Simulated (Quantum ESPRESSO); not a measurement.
The steps of a band-structure calculation for VH₂ (Fm-3m, 3 atoms in the cell) with Quantum ESPRESSO.

Method of the run: PBEsol, SSSP 1.1.2 efficiency (PBE) pseudopotentials (plane waves; Quantum ESPRESSO 7.5).

Step 1 (scf):

```fortran
&control
   calculation = 'scf',
   prefix = 'vh2',
   outdir = './out',
   pseudo_dir = './',
   tprnfor = .true.,
   tstress = .true.,
/
&system
   ibrav = 2,
   celldm(1) = 8.071020278,
   nat = 3,
   ntyp = 2,
   ecutwfc = 55,
   ecutrho = 440,
   occupations = 'smearing',
   smearing = 'cold',
   degauss = 0.0073499,
   nspin = 2,
   starting_magnetization(1) = 0.154,
   input_dft = 'pbesol',
/
&electrons
   conv_thr = 1e-10,
   mixing_beta = 0.5,
/
ATOMIC_SPECIES
V     50.9415  v_pbe_v1.4.uspp.F.UPF
H      1.0080  H.pbe-rrkjus_psl.1.0.0.UPF
ATOMIC_POSITIONS crystal
V     0.000000000    0.000000000    0.000000000
H     0.250000000    0.250000000    0.250000000
H     0.750000000    0.750000000    0.750000000
K_POINTS automatic
6 6 6  0 0 0
```

Step 2 (bands):

```fortran
&control
   calculation = 'bands',
   prefix = 'vh2',
   outdir = './out',
   pseudo_dir = './',
   verbosity = 'high',
/
&system
   ibrav = 2,
   celldm(1) = 8.071020278,
   nat = 3,
   ntyp = 2,
   ecutwfc = 55,
   ecutrho = 440,
   occupations = 'smearing',
   smearing = 'cold',
   degauss = 0.0073499,
   nbnd = 15,
   nspin = 2,
   starting_magnetization(1) = 0.154,
   input_dft = 'pbesol',
/
&electrons
   conv_thr = 1e-10,
   startingwfc = 'random',
   diago_thr_init = 1.0d-6,
   diagonalization = 'cg',
/
ATOMIC_SPECIES
V     50.9415  v_pbe_v1.4.uspp.F.UPF
H      1.0080  H.pbe-rrkjus_psl.1.0.0.UPF
ATOMIC_POSITIONS crystal
V     0.000000000    0.000000000    0.000000000
H     0.250000000    0.250000000    0.250000000
H     0.750000000    0.750000000    0.750000000
K_POINTS crystal_b
12
  0.00000000   0.00000000   0.00000000  15  ! G
  0.50000000   0.00000000   0.50000000   7  ! X
  0.50000000   0.25000000   0.75000000   5  ! W
  0.37500000   0.37500000   0.75000000  16  ! K
  0.00000000   0.00000000   0.00000000  13  ! G
  0.50000000   0.50000000   0.50000000   9  ! L
  0.62500000   0.25000000   0.62500000   5  ! U
  0.50000000   0.25000000   0.75000000  10  ! W
  0.50000000   0.50000000   0.50000000   9  ! L
  0.37500000   0.37500000   0.75000000   1  ! K
  0.62500000   0.25000000   0.62500000   5  ! U
  0.50000000   0.00000000   0.50000000   1  ! X
```

Step 3 (bands.x):

```fortran
&bands
   prefix = 'vh2',
   outdir = './out',
   filband = 'bands.dat',
   lsym = .false.,
/
```

Output of bands (abridged):

```
     Atomic positions and unit cell read from directory:
     ./out/vh2.save/
     G-vector sticks info
     --------------------
     sticks:   dense  smooth     PW     G-vecs:    dense   smooth      PW
     Sum         979     499    151                20395     7343    1243

     bravais-lattice index     =            2
     lattice parameter (alat)  =       8.0710  a.u.
     unit-cell volume          =     131.4393 (a.u.)^3
   [... lines left out ...]
     atomic species   magnetization
   [... lines left out ...]

     Smooth grid:     7343 G-vectors     FFT dimensions: (  27,  27,  27)

     The potential is recalculated from file :
     ./out/vh2.save/charge-density

     negative rho (up, down):  2.610E-04 2.608E-04

     Band Structure Calculation
     CG style diagonalization

     ethr =  1.00E-06,  avg # of iterations = 20.8

     End of band structure calculation

 ------ SPIN UP ------------

          k = 0.0000 0.0000 0.0000 (   893 PWs)   bands (ev):

   -51.4342 -25.1699 -25.1699 -25.1699   1.6701  12.0435  12.0435  12.0435
    13.7376  13.7376  14.2196  28.7095  30.0215  30.0215  30.0215

          k =-0.0667 0.0000 0.0000 (   909 PWs)   bands (ev):

   -51.4335 -25.1736 -25.1711 -25.1711   1.7091  11.8203  12.0606  12.0606
    13.7108  13.7462  14.4613  28.1963  29.7940  29.7940  30.5566

   [... 94 blocks of this kind left out ...]

 ------ SPIN DOWN ----------

          k = 0.0000 0.0000 0.0000 (   893 PWs)   bands (ev):

   -51.4348 -25.1705 -25.1705 -25.1705   1.6700  12.0429  12.0429  12.0429
    13.7372  13.7372  14.2197  28.7096  30.0214  30.0214  30.0214

          k =-0.0667 0.0000 0.0000 (   909 PWs)   bands (ev):

   -51.4341 -25.1743 -25.1717 -25.1717   1.7089  11.8198  12.0600  12.0600
    13.7104  13.7458  14.4612  28.1964  29.7938  29.7938  30.5565

   [... 94 blocks of this kind left out ...]
```

Output of bands.x (abridged):

```
     Reading xml data from directory:

     ./out/vh2.save/

     G-vector sticks info
     --------------------
     sticks:   dense  smooth     PW     G-vecs:    dense   smooth      PW
     Sum         979     499    151                20395     7343    1243

     negative rho (up, down):  2.610E-04 2.608E-04
     Reading collected, re-writing distributed wavefunctions
     high-symmetry point:  0.0000 0.0000 0.0000   x coordinate   0.0000
     high-symmetry point: -1.0000 0.0000 0.0000   x coordinate   1.0000
     high-symmetry point: -1.0000 0.5000 0.0000   x coordinate   1.5000
     high-symmetry point: -0.7500 0.7500 0.0000   x coordinate   1.8536
     high-symmetry point:  0.0000 0.0000 0.0000   x coordinate   2.9142
     high-symmetry point: -0.5000 0.5000 0.5000   x coordinate   3.7802
     high-symmetry point: -1.0000 0.2500 0.2500   x coordinate   4.3926
     high-symmetry point: -1.0000 0.5000 0.0000   x coordinate   4.7462
     high-symmetry point: -0.5000 0.5000 0.5000   x coordinate   5.4533
     high-symmetry point: -0.7500 0.7500 0.0000   x coordinate   6.0656
     high-symmetry point: -1.0000 0.2500 0.2500   x coordinate   6.0656
     high-symmetry point: -1.0000 0.0000 0.0000   x coordinate   6.4192

     Plottable bands (eV) written to file bands.dat.gnu
     Bands written to file bands.dat

   JOB DONE.
```

The starting cell comes from a database of published, mostly measured structures (it also holds non-ambient and calculated ones), without a prior relaxation at this level. The starting moments vanished: the run ended non-magnetic, which need not be the lowest state.
